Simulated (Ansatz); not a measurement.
Consider a 16-atom cell of (Ni,Pt)Ge started in the MnP type structure, site fractions Ni 0.500, Pt 0.500, short-range order 0.00 among the nearest mixed sites of the first mixed sublattice (0 is random, a negative value favours unlike neighbours), space group P1 at the end. Its start:

```
CELL_PARAMETERS angstrom
     -5.35302     3.77246    -0.02766
      5.36032     3.78280    -0.01605
     -0.00814    -3.74106    -6.18257
ATOMIC_POSITIONS crystal
  Ge 0.68646 0.46954 0.42694
  Ge 0.19222 0.98689 0.41335
  Ge 0.81962 0.04337 0.59761
  Ge 0.32054 0.52215 0.60983
  Ge 0.72212 0.43933 0.89339
  Ge 0.19120 0.94242 0.90162
  Ge 0.80491 0.05612 0.08372
  Ge 0.26396 0.54297 0.07339
  Pt 0.49909 0.01198 0.25954
  Pt 0.02229 0.51620 0.29782
  Ni 0.00149 0.49902 0.72890
  Pt 0.48979 0.98509 0.72991
  Ni 0.75816 0.74818 0.76715
  Ni 0.25449 0.25613 0.77477
  Pt 0.72728 0.72806 0.21767
  Ni 0.24639 0.25255 0.22439
```

All values below come from r2SCAN (plane waves to 500 eV, PAW; Ansatz, a first-principles code). No spin–orbit coupling; the runs are not spin-polarised. Its k-point mesh 6×6×6, Fermi–Dirac width 0.05 eV.

Q: Predict the alloy's volume and bond lengths.

A: 
| Property | Value |
|---|---|
| volume per atom | 14.91 Å³ |
| Ge–Ni bonds (within 1.22 times the sum of covalent radii) | 2.458 Å on average, from 2.334 to 2.598 (24) |
| Ge–Pt bonds (within 1.22 times the sum of covalent radii) | 2.560 Å on average, from 2.430 to 2.711 (24) |
